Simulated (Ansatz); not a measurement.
**Be: strain along the normal**

Be (hcp, P6_3/mmc, 7.835 Å³/atom at rest, c along z) under an equal strain ε in the (0001) plane with the normal axis free, as in a coherent film. PBEsol in Ansatz, a plane-wave DFT program (PAW, default set), 420 eV, 29×29×16 Γ-centred mesh, Fermi-Dirac smearing 0.10 eV; ions are relaxed within the symmetry of each cell.

Here s stands for strain and y for normal strain.

| strain (%) | normal strain (%) |
|---|---|
| -1.50 | 0.05 |
| -1.00 | 0.04 |
| -0.50 | 0.02 |
| 0.00 | 0.00 |
| 0.50 | -0.03 |
| 1.00 | -0.06 |
| 1.50 | -0.09 |
| 3.00 | ? |

### Question
Fit y against s with a straight line, and predict the withheld value at s = 3.00.

### Answer
Means: s 0, y -0.010. About the means, the sum of products is -0.33500 and the sum of squares of s is 7.0000; the slope is their ratio. Least squares gives y = -0.010 - 0.0479·s. Residuals (row less fit): -0.012, 0.002, 0.006, 0.010, 0.004, -0.002, -0.008; standard error 0.009 (degrees of freedom: 5). The slope, -0.05 ± 0.00, is the elastic response of the normal axis, −2C13/C33. At the withheld row, y = -0.010 - 0.0479 × 3.0 = -0.154%. The calculation gives -0.23%, 0.076% below the prediction (27.1 % of the range of y in the table). The row lies outside the fitted rows, so this is an extrapolation. From the scatter of the fitted rows alone, a prediction at this place has a standard error of 0.013%, so the miss is 5.8 times that.

One order more, fitted to all 13 runs of the series, follows each within 0.01, so the miss is the next term of a smooth law. In a metal these values are sensitive to mesh and smearing; energies are taken to zero smearing, stresses follow the free energy. Rows are the converged runs of the series near zero and its far end; series whose fitted rows scatter by over a few per cent of the range, as at a crossing or softening among them, aren't shown in this form. Most that stay on the fit to the last digits aren't either.
